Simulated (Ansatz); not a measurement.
```xyz
2
Lattice="0.0000 2.3683 2.3683 2.3683 0.0000 2.3683 2.3683 2.3683 0.0000" Properties=species:S:1:pos:R:3 pbc="T T T"
Y      0.0000     0.0000     0.0000
N      2.3683     2.3683     2.3683
```

Calculation: PBEsol, rigid bands (plane waves, PAW, scalar-relativistic; Ansatz, an electronic-structure program). Condition of this run: hydrostatic pressure 15 GPa (the target of the relaxation). How the cell was made: cell and atoms relaxed with PBEsol, then loaded as said.

Question: Is this a good metal at this level?

Answer: No. No gap shows, but r2SCAN opens one on the same cell, so the missing gap may be the functional's error (that test had no spin-orbit coupling). N(E_F) = 0.032 states/eV a cell at 300 K and the Drude plasma energy along the best axis is 0.59 eV, several times under that of a simple or noble metal.

Spin-orbit coupling is left out; it can open or close a small gap.
